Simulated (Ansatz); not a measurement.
MgZnO2 (P3m1, No. 156, 4 atoms in the cell; start mp-1221905), treated with PBEsol (PAW; Ansatz, an electronic-structure program).

Numerical settings: plane-wave cutoff 520 eV, 12×12×8 k mesh (along the axes of the cell as run), Fermi–Dirac smearing 0.01 eV, scalar-relativistic PAW data made under PBE.

Cell (relaxed at this level):

```cif
data_MgO2Zn
_chemical_formula_sum 'Mg1 Zn1 O2'
_space_group_name_H-M_alt 'P 1'
_space_group_IT_number 1
_cell_length_a 3.26511
_cell_length_b 3.26511
_cell_length_c 5.12437
_cell_angle_alpha 90.000
_cell_angle_beta 90.000
_cell_angle_gamma 120.000
loop_
_space_group_symop_operation_xyz
  'x, y, z'
loop_
_atom_site_label
_atom_site_type_symbol
_atom_site_fract_x
_atom_site_fract_y
_atom_site_fract_z
_atom_site_occupancy
Mg1 Mg 0.33333 0.66667 0.49612 1
Zn1 Zn 0.66667 0.33333 0.00285 1
O1 O 0.33333 0.66667 0.88465 1
O2 O 0.66667 0.33333 0.38837 1
```

Give the computed band gap and bulk modulus.


- band gap = 1.71 eV (on the SCF k mesh)
- bulk modulus = 130 GPa

Note: the relaxation could not lower the start's symmetry, so the cell can be a saddle point above a distorted one; the bulk modulus is −V dP/dV from two relaxed cells at ±2 % in volume.

Static lattice: no zero-point or thermal effects.

Cost on a shared machine: very roughly 60 core-seconds.

A start named mp-… is a Materials Project structure, which need not be a measured phase.
